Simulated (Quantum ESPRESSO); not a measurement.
Input and output of a self-consistent single point for GeSb (F-43m, 2 atoms in the cell) (Quantum ESPRESSO).

Method of the run: PBEsol, PSlibrary PAW (PBE) pseudopotentials (plane waves; Quantum ESPRESSO 7.5).

```xyz
2
Lattice="0.0000 3.2152 3.2152 3.2152 0.0000 3.2152 3.2152 3.2152 0.0000" Properties=species:S:1:pos:R:3 pbc="T T T"
Ge     4.8228     4.8228     4.8228
Sb     0.0000     0.0000     0.0000
```

Reference input (self-consistent single point, DFT, PBEsol, plane waves, PSlibrary PAW (PBE) pseudopotentials): ecutwfc = 30 Ry; ecutrho = 180 Ry; occupations = smearing; smearing = marzari-vanderbilt; degauss = 0.019992 Ry; input_dft = pbesol; potentials = {Ge: Ge.pbe-n-kjpaw_psl.1.0.0.UPF, Sb: Sb.pbe-n-kjpaw_psl.1.0.0.UPF}; K_POINTS = automatic 12 12 12 0 0 0; conv_thr = 1e-10 Ry; mixing_beta = 0.4. This run's input differs from it in these lines:

```diff
@@ -29,3 +29,3 @@
 K_POINTS automatic
-12 12 12  0 0 0
+7 7 7  0 0 0
 CELL_PARAMETERS bohr
```

Output (repeated stretches shortened):

```
     Self-consistent Calculation

     iteration #  1     ecut=    30.00 Ry     beta= 0.40

     Threshold (ethr) on eigenvalues was too large:
     Diagonalizing with lowered threshold

     total energy              =    -503.09210855 Ry
     estimated scf accuracy    <       0.01672099 Ry

     iteration #  2     ecut=    30.00 Ry     beta= 0.40

     total energy              =    -503.09136402 Ry
     estimated scf accuracy    <       0.00452620 Ry

     iteration #  3     ecut=    30.00 Ry     beta= 0.40

     total energy              =    -503.09151763 Ry
     estimated scf accuracy    <       0.00013528 Ry

   [... 4 blocks of this kind left out ...]

     iteration #  8     ecut=    30.00 Ry     beta= 0.40

     total energy              =    -503.09153057 Ry
     estimated scf accuracy    <          5.5E-10 Ry

     iteration #  9     ecut=    30.00 Ry     beta= 0.40
     End of self-consistent calculation

     the Fermi energy is     4.2491 ev

!    total energy              =    -503.09153057 Ry
     estimated scf accuracy    <          1.2E-11 Ry
     smearing contrib. (-TS)   =      -0.00006278 Ry
     internal energy E=F+TS    =    -503.09146779 Ry

     convergence has been achieved in   9 iterations

     Forces acting on atoms (cartesian axes, Ry/au):

     atom    1 type  1   force =     0.00000000    0.00000000    0.00000000
     atom    2 type  2   force =     0.00000000   -0.00000000   -0.00000000

     Total force =     0.000000     Total SCF correction =     0.000000

          total   stress  (Ry/bohr**3)                   (kbar)     P=      -17.39
  -0.00011821  -0.00000000  -0.00000000          -17.39       -0.00       -0.00
  -0.00000000  -0.00011821  -0.00000000           -0.00      -17.39       -0.00
  -0.00000000  -0.00000000  -0.00011821           -0.00       -0.00      -17.39

   JOB DONE.
```

The run converged in 9 iterations. Against the reference run the free energy falls by 11.2 meV/atom and the pressure hardly changes (-1.66 to -1.74 GPa).

The starting cell comes from a database of computed structures (which also holds hypothetical and non-ambient phases and stackings), without a prior relaxation at this level.
